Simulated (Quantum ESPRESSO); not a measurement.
# Several settings converged on Ge (I4_1/amd, 2 atoms in the cell)

```xyz
2
Lattice="-2.5668 2.5668 1.3932 2.5668 -2.5668 1.3932 2.5668 2.5668 -1.3932" Properties=species:S:1:pos:R:3 pbc="T T T"
Ge     2.5668     0.0000     0.6966
Ge     0.0000     0.0000     1.3932
```

Base method: LDA (PZ), PSlibrary ultrasoft (LDA) pseudopotentials (plane waves; Quantum ESPRESSO).

Base settings: ecutwfc = 30 Ry; ecutrho = 180 Ry; occupations = smearing; smearing = fermi-dirac; degauss = 0.0073499 Ry; potentials = {Ge: Ge.pz-n-rrkjus_psl.1.0.0.UPF}; K_POINTS = automatic 13 13 13 0 0 0; conv_thr = 1e-09 Ry; mixing_beta = 0.7.

Core times come from one kind of shared machine, to one figure; runs under 30 s give none.

**Zone-centre phonons against the cutoff**

In this ladder: ph.x.tr2_ph = 1e-14; ph.x.fildyn = dyn.G; dynmat.x.fildyn = dyn.G; dynmat.x.asr = simple. Moved along: ecutrho.

The mesh stays at the base's, so the ladder's end is converged at best in this setting alone.

Frequencies are those of the unrelaxed cell, without the LO-TO term of polar crystals.

Only quantities that move along the ladder and can be compared are tabulated.

| ecutwfc | highest zone-centre frequency (cm⁻¹) |
|---|---|
| 15 Ry | 170.3 |
| 30 Ry | 168.0 |
| 36 Ry | 168.0 |
| 45 Ry | 167.9 |

Coarsest ecutwfc that holds the highest zone-centre frequency within 1 cm⁻¹ of the last step, with all finer ones: 30 Ry; the step before is off by 2.5 cm⁻¹.

**The force threshold of a relaxation**

On Ge (Imma, 2 atoms in the cell): one atom moved by 0.15 angstrom.

In this ladder: calculation = relax; tprnfor = default; tstress = default.

The mesh stays at the base's, so the ladder's end is converged at best in this setting alone.

Only quantities that move along the ladder and can be compared are tabulated.

```tsv
forc_conv_thr	free energy less the last step's (meV/atom)	largest force left (eV/Å)	relaxation steps	core time / last (rough)
0.0078 Ry/bohr	3.39	0.0883	0	–
0.0039 Ry/bohr	3.39	0.0883	0	–
0.0019 Ry/bohr	0.04	0.0109	8	0.8
0.0012 Ry/bohr	0.04	0.0109	8	1.0
0.00078 Ry/bohr	0.04	0.0109	8	0.6
0.00039 Ry/bohr	0.00	0.0001	9	1
0.00019 Ry/bohr	0.00	0.0001	9	0.9
7.8e-05 Ry/bohr	0.00	0.0001	9	1
3.9e-05 Ry/bohr	0.00	0.0001	9	1
```

Coarsest forc_conv_thr that holds the free energy within 1 meV/atom of the last step, with all finer ones: 0.0019 Ry/bohr; the step before is off by 3.4 meV/atom.

Coarsest forc_conv_thr that holds the largest force left within 0.005 eV/Å of the last step, with all finer ones: 0.00039 Ry/bohr; the step before is off by 0.011 eV/Å.

Two neighbours can agree and both be off: 0.0078 Ry/bohr and 0.0039 Ry/bohr differ by 0.00 meV/atom in the free energy, yet lie about 3.4 meV/atom from the last step.

On the base run: the starting cell comes from a database of computed structures (which also holds hypothetical and non-ambient phases and stackings), without a prior relaxation at this level. Its lattice was rescaled by up to half a per cent.

Left out of this page: 3 runs of the series failed or unconverged.
